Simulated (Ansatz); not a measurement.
Data:

```xyz
5
Lattice="4.0109 0.0000 0.0000 0.0000 4.0109 0.0000 0.0000 0.0000 4.0109" Properties=species:S:1:pos:R:3 pbc="T T T"
K      0.0000     0.0000     0.0000
Ta     2.0054     2.0054     2.0054
O      0.0000     2.0054     2.0054
O      2.0054     2.0054     0.0000
O      2.0054     0.0000     2.0054
```

No spin polarisation.

Method: DFT with r2SCAN, PAW potentials and a 500 eV plane-wave cutoff in Ansatz (a quantum-chemistry and plane-wave program), spin-orbit coupling left out. k-mesh 8×8×8 (Γ-centred); smearing 0.05 eV (Fermi–Dirac).

Question: What smallest direct gap does the calculation give?

Answer: 3.23 eV.

Question: What width of the top valence band does the calculation give?

Answer: 1.09 eV.

Spin-orbit coupling, missing from the scalar runs, can matter with Ta. The cells carry an imposed strain or load. No phonon test of stability was made. The cell was made from KTaO3 in the cubic perovskite structure (space group Pm-3m, No. 221) by this change: isotropic strain +0.52 %.
